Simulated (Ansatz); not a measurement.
Here is the system:

```
GeS
1.0
    3.74769     0.00000     0.00000
    0.00000     4.66294     0.00000
    0.00000     0.00000    18.67823
Ge S
2 2
Direct
  0.75000   0.86077   0.56829
  0.25000   0.36077   0.43171
  0.25000   0.51383   0.55539
  0.75000   0.01383   0.44461
```

The numbers are results of PBE, rigid bands (plane waves, PAW, scalar-relativistic; Ansatz, a program for electronic structure), not measurements. Condition of this run: biaxial strain +3 %. Cell: cell and atoms relaxed with PBE, then loaded as said.

Task: Predict the electron conductivity mass (n e² τ/σ) at 300 K, by direction if it differs.

Result: 0.44 (x), 0.33 (y) mₑ.

Task: And the band gap?

Result: 1.95 eV at this level; semilocal functionals usually fall short of the measured gap.

Rigid bands, one relaxation time for all states, no polarons. Spin-orbit coupling is left out; where it splits the top of the valence band it changes the hole mass and lowers the gap by about a third of the splitting.
